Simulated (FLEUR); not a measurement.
# Converging the k-point mesh: CdSe (R3m, 2 atoms in the cell)

```yaml
crystal:
  lattice:
    - [0.00000, 3.04013, 3.04013]
    - [3.04013, 0.00000, 3.04013]
    - [3.04013, 3.04013, 0.00000]
  atoms:
    - { symbol: Cd, position: [0.00475, 0.00475, 0.00475] }
    - { symbol: Se, position: [0.25000, 0.25000, 0.25000] }
```

Computed with LDA (Perdew-Zunger), all-electron FLAPW (FLEUR), scalar-relativistic valence.

Base settings: Kmax = 3.5 1/bohr; GmaxXC = 10.5 1/bohr; xcFunctional = pz; jspins = 1; l_soc = F; mode = hist; fermiSmearingEnergy = 0.00036749 Htr; mesh (inpgen div1-3) = 3 3 3; inpgen gamma flag = false; Gmax = 10.5 1/bohr.

Moved along: kpt_gamma.

The second cell is the first with its lattice scaled by 0.98.

Only quantities that move along the ladder and can be compared are tabulated.

These are the values that this program gave, and no reference: the default basis lacks the next d shell.

The starting cell has typed, rounded lattice constants, without a prior relaxation at this level. Its lattice was rescaled by up to half a per cent. One atom was moved a little off its site on purpose. Values depend on the basis (sphere radii, cutoffs, local orbitals), which need not be converged.

```csv
kpt_div,free energy less the last step's (meV/atom),energy of the compressed cell less the first (meV/atom),gap on the mesh (eV)
2 2 2,614.69,20.07,0.090
3 3 3,109.86,48.70,0.257
4 4 4,30.38,23.49,0.301
5 5 5,6.35,29.89,0.315
6 6 6,10.34,19.68,0.320
7 7 7,1.42,32.22,0.321
8 8 8,0.29,26.35,0.322
9 9 9,0.31,29.32,0.322
10 10 10,0.95,28.06,0.323
11 11 11,-1.00,28.76,0.323
12 12 12,0.04,28.57,0.323
13 13 13,-0.04,28.07,0.323
15 15 15,0.64,26.86,0.323
17 17 17,0.41,27.61,0.323
18 18 18,0.00,27.67,0.323
```

Coarsest kpt_div that holds the energy of the compressed cell less the first within 2 meV/atom of the last step, with all finer ones: 8 8 8; the step before is off by 4.6 meV/atom.

Coarsest kpt_div that holds the free energy within 5 meV/atom of the last step, with all finer ones: 7 7 7; the step before is off by 10 meV/atom.
